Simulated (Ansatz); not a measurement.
Input and output of a self-consistent single point for CaAu₂Ge₂ (I4/mmm, 5 atoms in the cell) (Ansatz, a program for electronic structure).

Level of theory: LDA (PW92), default PAW files made with PBE (plane waves; Ansatz).

```
CELL_PARAMETERS angstrom
     -2.19595     2.19595     5.07101
      2.19595    -2.19595     5.07101
      2.19595     2.19595    -5.07101
ATOMIC_POSITIONS crystal
  Ca 0.00000 0.00000 0.00000
  Au 0.75000 0.25000 0.50000
  Au 0.25000 0.75000 0.50000
  Ge 0.37900 0.37900 0.00000
  Ge 0.62100 0.62100 0.00000
```

Reference input (self-consistent single point, DFT, LDA (PW92), plane waves, default PAW files made with PBE): basis.ecutwfc = 30.9 Ry; kpoints.mp_grid.grid = 11 11 11; kpoints.mp_grid.shift = 0.5 0.5 0.5; hamiltonian.xc = lda; hamiltonian.pseudopotentials = {kind: paw} (the program's default PAW files); scf.occupations.method = cold; scf.occupations.width = 0.0037 Ry. This run's input differs from it in these lines:

Ansatz 0.2 input:
```diff
@@ -12,3 +12,3 @@
 basis:
-  ecutwfc: 30.9 Ry
+  ecutwfc: 61.7 Ry
 kpoints:
```

Output, abridged:

```
SCF iter   1: F=—  HF=-35936.436065 eV  |F-HF|=—  |Δ(HF+E_count)|=         —  Δρ=5.79e-3  dr2=1.57e-2  ethr=1.77e-3  ⟨swp⟩=6.9  Hψ=23148  notcnv=0  defer=32
all-band conjugate gradients solve this SCF's bands
preconditioner: auto → Kerker (q_TF=auto, 2.616 Å⁻¹)
SCF iter   2: F=—  HF=-35936.433512 eV  |F-HF|=—  |Δ(HF+E_count)|=   2.55e-3  S|Δr|=    0.00e0  Δρ=2.94e-3  dr2=4.34e-3  ethr=2.07e-5  ⟨swp⟩=2.0  Hψ=10828  notcnv=0  defer=328
   [... lines left out ...]
SCF iter   6: F=—  HF=-35936.432402 eV  |F-HF|=—  |Δ(HF+E_count)|=   1.62e-4  S|Δr|=    0.00e0  Δρ=2.81e-5  dr2=1.61e-6  ethr=1.55e-8  ⟨swp⟩=2.0  Hψ=9096  notcnv=0  defer=328
SCF iter   7: F=—  HF=-35936.432401 eV  |F-HF|=—  |Δ(HF+E_count)|=   4.98e-7  S|Δr|=    0.00e0  Δρ=1.16e-5  dr2=2.12e-7  ethr=2.12e-9  ⟨swp⟩=2.0  Hψ=9095  notcnv=0  defer=328
SCF iter   8: F=-35936.432401 eV  HF=-35936.432401 eV  |F-HF|=1.16e-8  |Δ(HF+E_count)|=   4.69e-8  S|Δr|=    0.00e0  Δρ=3.87e-6  dr2=2.24e-8  ethr=1.32e-10  ⟨swp⟩=8.8  Hψ=23633  notcnv=0
SCF 1 converged in 8 iterations: F = -35936.432401 eV  dr2 = 2.24e-8
Stability not checked (fill_not_monotonic)
Free energy (F): -35936.432401 eV
Internal energy: -35936.431919 eV  (E = F + TS)
E sigma→0 (E₀):  -35936.432240 eV
Entropy (-TS):   -0.000482 eV (-0.096 meV/atom)
Fermi energy:    13.711889 eV
--- Forces (eV/Å), atoms counted from 1 ---
  atom   1  Ca     0.00000000     0.00000000     0.00000000
  atom   2  Au    -0.00000000    -0.00000000     0.00000000
  atom   3  Au    -0.00000000     0.00000000     0.00000000
  atom   4  Ge     0.00000000    -0.00000000     0.37452276
  atom   5  Ge     0.00000000     0.00000000    -0.37452276
--- Stress (GPa, compression-positive) ---
        0.448167      -0.000000      -0.000000
       -0.000000       0.448167       0.000000
       -0.000000       0.000000      -0.841716
  P = ⅓ Tr σ = 0.0182 GPa (0.182 kbar)
  The stress holds the Pulay correction. Without it, at fixed plane waves, as pw.x and ABINIT print it: P = 0.0161 GPa
```

The run converged in 8 iterations. Against the reference run the free energy drops by 1.5 meV/atom, the pressure hardly changes (0.03 to 0.02 GPa) and the largest force stays at 0.375 eV/Å.

The starting cell comes from a database of published, mostly measured structures (it also holds non-ambient and calculated ones), without a prior relaxation at this level. Its lattice was rescaled by a random factor within 2.5 % of one. Ansatz's pressure includes its estimate of the finite-basis (Pulay) stress.

Cost on one core of a shared machine: roughly 2 min.
